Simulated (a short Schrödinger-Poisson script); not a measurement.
**Symmetric double-gate stack, SiO2 on p-type GaN**

System: symmetric double-gate stack, SiO2 on p-type GaN, at 300 K.

| layer | material | thickness (nm) | Na (cm⁻³) |
|---|---|---|---|
| 1 | SiO2 | 2.7 | - |
| 2 | GaN | 7 | 1e17 |
| 3 | SiO2 | 2.7 | - |

The device is made up for the run: typed textbook-type constants, with dimensions and the other settings drawn at random. SiO2: permittivity 3.9, conduction-band edge (eV) 3.2, gap (eV) 9, electron mass (mₑ) 0.5. GaN: permittivity 9.5, conduction-band edge (eV) 0, gap (eV) 3.43, Nv at 300 K (cm⁻³) 4.6e19.

Channel valleys (confinement mass, in-plane density-of-states mass, number): Γ 0.2, 0.2, 1. At the gates, both at one voltage, the conduction-band edge of layer 1 lies 3.31 eV − eVg above the Fermi level of the channel. Gaps are held at their typed values at every temperature. Mesh 0.03 nm at interfaces.

From a short Schrödinger-Poisson script (our own, NumPy): 1D Poisson equation in equilibrium, electrons quantum, Hartree (BenDaniel-Duke, 12 states a valley, the channel's in-plane mass for all, wave functions ending at the dielectric), parabolic valleys, classical holes, full ionisation, no traps, pinning or gate leakage.

```csv
Vg (V),electrons (cm⁻²),C (μF/cm²),Γ E0 (meV),Γ E1 (meV)
-0.2,2.49e6,< 0.003,353.8,468.7
-0.1,1.19e8,< 0.003,253.8,368.7
0,5.60e9,0.0347,154.2,269.1
0.1,1.59e11,0.645,66.8,181.1
0.2,8.16e11,1.34,20.6,132.2
0.3,1.73e12,1.56,-4.5,103.4
0.4,2.74e12,1.66,-22.7,81.3
0.5,3.79e12,1.71,-37.8,62.5
0.6,4.88e12,1.76,-50.9,45.7
0.7,5.99e12,1.80,-62.5,30.6
0.8,7.12e12,1.84,-72.9,16.9
0.9,8.28e12,1.87,-82.2,4.5
1,9.45e12,1.89,-90.7,-6.9
1.1,1.06e13,1.91,-98.6,-17.5
1.2,1.18e13,1.93,-106.0,-27.5
1.3,1.30e13,1.94,-113.1,-37.1
1.4,1.43e13,1.95,-120.0,-46.4
1.5,1.55e13,1.96,-126.7,-55.4
1.6,1.67e13,1.97,-133.3,-64.2
```

Gate voltages with under 1e6 electrons/cm² are left out.

Subbands count from the Fermi level. The capacitance is that of both gates.

In real p-type GaN the Mg acceptor is only partly ionised, and so wide a gap doesn't supply an inversion layer without source and drain.
